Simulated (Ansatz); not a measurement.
The reference is TiO$_{2}$ in the rutile structure (space group P4_2/mnm, No. 136; a = 4.591 Å, c = 2.939 Å).

Perturbation: cell and atoms relaxed at a pressure of 7.5 GPa.

Levels (all Ansatz, a quantum-chemistry and plane-wave program, PAW): PBEsol (420 eV, scalar-relativistic without spin-orbit coupling); PBEsol+SOC (420 eV, spin-orbit coupling included).

The geometry is relaxed with PBEsol.

```
Quantity                                      Value
----------------------------  ---------------------
PBEsol valence-band top at Γ  0.00, -0.48, -0.48 eV
PBEsol gap character                    direct at Γ
PBEsol band gap                             1.89 eV
```

**Question.** What does PBEsol+SOC give at this geometry for the valence-band top at Γ, gap character and band gap?

**Answer.** The valence-band top at Γ (three highest Kramers pairs, from the VBM) becomes 0.00, -0.46, -0.49 eV (PBEsol: 0.00, -0.48, -0.48 eV); the gap character remains direct at Γ; the band gap remains 1.89 eV.

Single points use the geometry relaxed with PBEsol. The spin-orbit shifts are approximate. Load acts through the strain it causes; cell and atoms are relaxed under it. Stability against distortions was not tested. Competing high-pressure phases were not computed. The runs without spin-orbit coupling are not spin-polarised.
